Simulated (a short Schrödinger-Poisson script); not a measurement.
Structure: MOS inversion layer, SiO2 on p-type Si(110), at 300 K.

From the gate side: 3.1 nm SiO2; 1300 nm Si, acceptors 1.1e17 cm⁻³.

Constants are typed, rounded textbook-type inputs, not results; the design itself was drawn at random and stands for no fabricated device. SiO2: permittivity 3.9, conduction-band edge (eV) 3.15, gap (eV) 9, electron mass (mₑ) 0.5. Si: permittivity 11.7, conduction-band edge (eV) 0, gap (eV) 1.124, Nv at 300 K (cm⁻³) 3.1e19.

Channel valleys (confinement mass, in-plane density-of-states mass, number): Δ4 0.315, 0.324, 4; Δ2 0.19, 0.417, 2. At the gate the conduction-band edge of layer 1 lies 3.66 eV − eVg above the Fermi level of the channel; the field vanishes at the back. Gaps are held at their typed values at every temperature. Mesh 0.03 nm at interfaces.

Solved with a short Schrödinger-Poisson script written for these runs: 1D Poisson equation in equilibrium, electrons quantum, Hartree (BenDaniel-Duke, 12 states a valley, the channel's in-plane mass for all, wave functions free to enter the dielectric), parabolic valleys, classical holes, full ionisation, no traps, pinning or gate leakage.

| Vg (V) | electrons (cm⁻²) | C (μF/cm²) | Δ4 E0 (meV from the Fermi level) | Δ2 E0 (meV from the Fermi level) |
|---|---|---|---|---|
| 0.5 | 2.80e9 | 0.112 | 232.7 | 243.5 |
| 0.6 | 6.04e10 | 0.312 | 152.7 | 164.0 |
| 0.7 | 3.43e11 | 0.646 | 107.1 | 119.2 |
| 0.8 | 7.84e11 | 0.780 | 85.0 | 97.9 |
| 0.9 | 1.29e12 | 0.840 | 71.4 | 85.2 |
| 1 | 1.82e12 | 0.875 | 61.6 | 76.3 |
| 1.1 | 2.37e12 | 0.898 | 54.1 | 69.6 |
| 1.2 | 2.94e12 | 0.915 | 47.8 | 64.1 |
| 1.3 | 3.51e12 | 0.929 | 42.5 | 59.6 |
| 1.4 | 4.09e12 | 0.939 | 37.9 | 55.6 |
| 1.5 | 4.68e12 | 0.948 | 33.8 | 52.2 |
| 1.6 | 5.28e12 | 0.956 | 30.1 | 49.1 |
| 1.7 | 5.88e12 | 0.962 | 26.7 | 46.3 |
| 1.8 | 6.48e12 | 0.968 | 23.6 | 43.8 |
| 1.9 | 7.08e12 | 0.973 | 20.7 | 41.5 |
| 2 | 7.69e12 | 0.978 | 18.0 | 39.3 |
| 2.1 | 8.31e12 | 0.982 | 15.4 | 37.3 |

Gate voltages with under 1e9 electrons/cm² are left out.

Task: At Vg = 2.1 V the lowest Δ4 subband lies at 15.4 meV from the Fermi level. How many electrons does it hold, and what share of all?

Result: The two-dimensional density of states is g m/(πħ²) = 5.41e11 cm⁻² meV⁻¹ (both spins), kT = 25.9 meV, so n = D kT ln(1 + exp(−E/kT)) = 6.14e12 cm⁻², 0.74 of the 8.31e12 cm⁻² in all.

Task: Compare the slope of the sheet density between 1.9 and 2.1 V with the geometric capacitance of the layers between gate and channel.

Result: q Δn/ΔV = 0.985 μF/cm²; ε0/Σ(t/ε) = 1.11 μF/cm². The ratio is 0.88: the channel acts as a further capacitance in series.
